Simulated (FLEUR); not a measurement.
FLEUR run on LaSi2 (I4_1/amd, 6 atoms in the cell): self-consistent single point.

Method of the run: FLEUR with LDA (Perdew-Zunger), all-electron FLAPW (FLEUR), scalar-relativistic valence.

```yaml
crystal:
  lattice:
    - [-2.19417, 2.19417, 6.80509]
    - [2.19417, -2.19417, 6.80509]
    - [2.19417, 2.19417, -6.80509]
  atoms:
    - { symbol: La, position: [0.50000, 0.50000, 0.00000] }
    - { symbol: La, position: [0.25000, 0.75000, 0.50000] }
    - { symbol: Si, position: [0.83577, 0.33577, 0.50000] }
    - { symbol: Si, position: [0.08577, 0.08577, 0.00000] }
    - { symbol: Si, position: [0.91423, 0.91423, 0.00000] }
    - { symbol: Si, position: [0.66423, 0.16423, 0.50000] }
```

Reference input (self-consistent single point, DFT, PBEsol, all-electron FLAPW (FLEUR), scalar-relativistic valence): Kmax = 3.9 1/bohr; GmaxXC = 11.7 1/bohr; xcFunctional = PBEs; jspins = 1; l_soc = F; mode = hist; fermiSmearingEnergy = 0.00367493 Htr; mesh (inpgen div1-3) = 7 7 7; inpgen gamma flag = false; Gmax = 11.7 1/bohr; numbands = 0; maxIterBroyd = 99. This run's input differs from it in these lines:

```diff
@@ -18,3 +18,3 @@
 &comp jspins=1 /
-&exco xctyp='PBEs' /
+&exco xctyp='pz' /
 &kpt div1=7 div2=7 div3=7 /
@@ -31,3 +31,3 @@
       <coreElectrons ctail="T" frcor="F" kcrel="0" coretail_lmax="0"/>
-      <xcFunctional name="PBEs" relativisticCorrections="F"/>
+      <xcFunctional name="pz" relativisticCorrections="F"/>
       <magnetism jspins="1"/>
```

Log, with long lists cut:

```
 Iteration:     1   Distance:       4.89132413 me/bohr^3
 Iteration:     2   Distance:       4.59605927 me/bohr^3
 Iteration:     3   Distance:       1.82653269 me/bohr^3
 Iteration:     4   Distance:       0.97679893 me/bohr^3
 Iteration:     5   Distance:       0.69451633 me/bohr^3
   [... 6 lines left out ...]
 Iteration:    12   Distance:       0.00054024 me/bohr^3
 Iteration:    13   Distance:       0.00014099 me/bohr^3
 Iteration:    14   Distance:       0.00001422 me/bohr^3
 Iteration:    15   Distance:       0.00000926 me/bohr^3
 Reset of history
 Run finished successfully
 Stop message:
   Structural relaxation: new displacements generated

[file out, last iteration]
             iter=     16
[...]
          total density-effective poten   -3.0420648003E+04
          total charge density-energy d   -4.7487359560E+02
 Updated energy parameters for spin:           1
[...]
 fermi energy and band-weighting factors:

[...]
FERMIE:
          first approx. to ef    (T=0)  :   0.365970 htr   (energy of the highest occ. eigenvalue)
          number of occ. states  (T=0)  :        761
          first approx. to seigv (T=0)  :  -1.745717 htr
          sum of weights of occ. states :  19.023324
          sum of semicore charge        :   0.000000 e
FERHIS:  Fermi-Energy by histogram:
          bandgap                     :   0.000765 htr
   [... lines left out ...]
          charge neutrality (T=0)     :   0.046647    (zero if the highest occ. eigenvalue is "entirely" occupied)
     EF_NEWTON:  Adjust Fermi-Energy by Newton-Method.
 Direct bandgap for spin            1 :    6.5167545828779261E-003  Htr
 ---->    free energy=                    -18138.8512447015 htr
   [... lines left out ...]
      extrapolation for T->0
 ---->    total electron energy=          -18138.8495676419 htr
 ***** TOTAL FORCES ON ATOMS *****
 TOTAL FORCE FOR ATOM TYPE=  1  X=  2.073   Y= -4.146   Z=  3.215
                       FX_TOT= 0.000000 FY_TOT= 0.000000 FZ_TOT= 0.000000
 TOTAL FORCE FOR ATOM TYPE=  2  X=  2.073   Y=  0.000   Z= -1.009
                       FX_TOT= 0.000000 FY_TOT= 0.000000 FZ_TOT= 0.000709
```

The run converged in 15 iterations. FLEUR gives forces in its relaxation mode, with a further iteration, so its stop message speaks of a relaxation. 

The starting cell comes from a database of computed structures (which also holds hypothetical and non-ambient phases and stackings), without a prior relaxation at this level. Values depend on the basis (sphere radii, cutoffs, local orbitals), which need not be converged. The log's line on a gap gives a spacing of levels on this mesh, which the program prints for metals too.

Cost on one core of a shared machine: roughly 3 min.
